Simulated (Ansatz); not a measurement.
**Ta2AlB2 (model structure, started from the Ti2InB2 type, P-6m2, No. 187, 5 atoms in the cell)**

Calculation: LDA in Ansatz (plane waves, PAW).

Settings: plane-wave cutoff 520 eV, 24×24×8 k mesh (along the axes of the cell as run), Fermi–Dirac smearing 0.05 eV, scalar-relativistic PAW data made under PBE.

Cell (relaxed at this level):

```yaml
crystal:
  lattice:
    - [3.05769, 0.00000, 0.00000]
    - [-1.52884, 2.64804, 0.00000]
    - [0.00000, 0.00000, 7.47028]
  atoms:
    - { symbol: Ta, position: [0.33333, 0.66667, 0.70832] }
    - { symbol: Ta, position: [0.33333, 0.66667, 0.29168] }
    - { symbol: Al, position: [0.00000, 0.00000, 0.00000] }
    - { symbol: B, position: [0.00000, 0.00000, 0.50000] }
    - { symbol: B, position: [0.66667, 0.33333, 0.50000] }
```

| Quantity | Value |
|---|---|
| band gap | zero (no gap) |
| bulk modulus B0 | 215 GPa |

Note: the bulk modulus is −V dP/dV from two relaxed cells at ±2 % in volume; the relaxation could raise the start's symmetry but not lower it, so the cell can be a saddle point.

Spin–orbit coupling is not included; it can open a gap where bands touch, and shift volumes and moduli.

Computed values are for the static lattice.

The result took very roughly 3 core-minutes.

A model structure was made by putting elements into a prototype or built by hand; it is no filed structure, need not be a known phase, and can be a saddle point held by its symmetry.

Ansatz is a program for electronic structure.
